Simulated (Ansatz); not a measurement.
## Au: response to strain

Start from Au in the fcc (Cu type) structure (space group Fm-3m, No. 225; a = 4.1245 Å; relaxed with 0.1 eV smearing).

Strains are applied to the cell and any free atomic positions relax.

Level of theory: Kohn–Sham DFT with the r2SCAN functional, run in Ansatz (a first-principles code) with PAW and 500 eV plane waves, no spin-orbit coupling.

Notes on the quantities. energy relative to the base: free energy F.

| change | shortest interatomic distance | energy relative to the base |
|---|---|---|
| base | 2.916 Å | 0 meV/atom |
| isotropic strain +0.50 % | 2.931 Å | … |
| isotropic strain +1.00 % | 2.946 Å | +7.2 meV/atom |
| isotropic strain +1.50 % | 2.960 Å | +16 meV/atom |
| isotropic strain +2.00 % | 2.975 Å | +27 meV/atom |
| isotropic strain +2.50 % | 2.989 Å | +42 meV/atom |
| isotropic strain +3.00 % | 3.004 Å | +59 meV/atom |

Some entries are withheld; estimate them.


- isotropic strain +0.50 %, energy relative to the base: +1.8 meV/atom

Whether these cells are dynamically stable was not tested.
